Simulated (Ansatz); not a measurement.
GeSb4Te7 (P-3m1, No. 164, 12 atoms in the cell; start mp-29641) was calculated with r²SCAN (plane waves, PAW; Ansatz, an electronic-structure program).

Run with plane-wave cutoff 560 eV, 12×12×2 k mesh (along the axes of the cell as run), Fermi–Dirac smearing 0.01 eV, scalar-relativistic PAW data made under PBE.

Cell (relaxed at this level):

```yaml
crystal:
  lattice:
    - [4.29235, 0.00000, 0.00000]
    - [-2.14618, 3.71729, 0.00000]
    - [0.00000, 0.00000, 24.72628]
  atoms:
    - { symbol: Ge, position: [0.00000, 0.00000, 0.50000] }
    - { symbol: Sb, position: [0.66667, 0.33333, 0.91936] }
    - { symbol: Sb, position: [0.33333, 0.66667, 0.08064] }
    - { symbol: Sb, position: [0.33333, 0.66667, 0.35033] }
    - { symbol: Sb, position: [0.66667, 0.33333, 0.64967] }
    - { symbol: Te, position: [0.33333, 0.66667, 0.85073] }
    - { symbol: Te, position: [0.66667, 0.33333, 0.14927] }
    - { symbol: Te, position: [0.00000, 0.00000, 0.71805] }
    - { symbol: Te, position: [0.00000, 0.00000, 0.28195] }
    - { symbol: Te, position: [0.66667, 0.33333, 0.43182] }
    - { symbol: Te, position: [0.33333, 0.66667, 0.56818] }
    - { symbol: Te, position: [0.00000, 0.00000, 0.00000] }
```

**Question.** Estimate the band gap and Γ–Γ gap that the calculation returns.

**Answer.** 
- band gap: 0.58 eV (on the SCF k mesh)
- Γ–Γ gap: 0.73 eV

Note: the relaxation could not lower the start's symmetry, so the cell can be a saddle point above a distorted one.

Spin–orbit coupling is not included; with these elements it can move the gap by several tenths of an eV or more.

Computed values are for the static lattice.

Computing time: around 30 core-minutes (rough).

A start named mp-… is a Materials Project structure, which need not be a measured phase.
